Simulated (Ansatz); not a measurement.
The starting structures come from a database of crystals and need not be the phases stable at ambient conditions.

Given:

```
Be3N2
1.0
    2.84168     0.00000     0.00000
   -1.42084     2.46097     0.00000
    0.00000     0.00000     9.74684
Be N
6 4
Direct
  0.33333   0.66667   0.07849
  0.66667   0.33333   0.92151
  0.66667   0.33333   0.57849
  0.33333   0.66667   0.42151
  0.00000   0.00000   0.25000
  0.00000   0.00000   0.75000
  0.00000   0.00000   0.00000
  0.00000   0.00000   0.50000
  0.33333   0.66667   0.25000
  0.66667   0.33333   0.75000
```

Space group of this cell: P6_3/mmc. The cell is taken as given; by r2SCAN its mean pressure is -1.2 GPa.

Transport runs along the normal of the first two printed cell vectors, the (001) plane of the conventional cell.

The gap is the functional's own. No spin-orbit coupling. Mid-gap values are interpolated on the energy grid.

Give the band gap and the smallest decay constant κ at mid-gap that Ansatz (a program for electronic structure) with r2SCAN yields.

Gap 4.00 eV on a 12×12×4 mesh; κ = 0.285 1/Å, at (0.500, 0.000) of the in-plane reciprocal vectors. At the zone centre, at the nearest computed energy, the slowest state has κ = 0.32 1/Å.
